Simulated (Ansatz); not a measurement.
Start from GaN in the NiAs type structure (space group P6_3/mmc, No. 194; a = 2.969 Å, c = 5.041 Å; a model cell, its experimental status unchecked).

Now apply this change: cell and atoms relaxed at a pressure of 0.7 GPa.

Levels (all Ansatz, a first-principles code, PAW): PBEsol (420 eV, no spin-orbit coupling); HSE06 (420 eV, spin-orbit coupling left out).

The geometry is relaxed with PBEsol.

```
Quantity          Result
---------------  -------
PBEsol band gap  1.22 eV
```

Q: How does going to HSE06 change the band gap?

A: The band gap goes up by 1.44 eV, from 1.22 eV to 2.66 eV.

Single points use the geometry relaxed with PBEsol. The hybrid gap comes from the SCF mesh plus the semilocal run's edge points and a few special points and is an upper bound. Load acts through the strain it causes; cell and atoms are relaxed under it. Stability against distortions was not tested. This is not the structure that GaN has at room temperature and ambient pressure.
